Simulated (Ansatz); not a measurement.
Functionals compared on a constructed model of the (0001) surface of hcp Zr, a pseudomorphic layer of Nb in the host's stacking (bottom of the slab: a bare face, its two planes held), in Ansatz (plane waves, PAW). The structure was relaxed with PBE; the other rows are single points on it. Cutoff 420 eV (500 eV for r2SCAN).

Set-up: 7 atoms, 15.9 Å thick at the start; mesh 13x13x1; 0.1 eV smearing; dipole correction on; 2 atoms held, the rest relaxed; start symmetry kept, larger cells not searched; no spin, no spin-orbit, no U. It is one candidate, not shown to be the stable structure of the face. These notes are the PBE run's.

| functional | work function of the top face (eV) | rough cost of the single point |
|---|---|---|
| PBE | 4.27 | – |
| RPBE | 4.14 | around 27 core-seconds (rough) |
| r2SCAN | (withheld) | about 50 core-seconds (a rough figure) |

Some entries are withheld; supply them.


- r2SCAN, work function of the top face (eV): 4.33

Ansatz is an electronic-structure program.
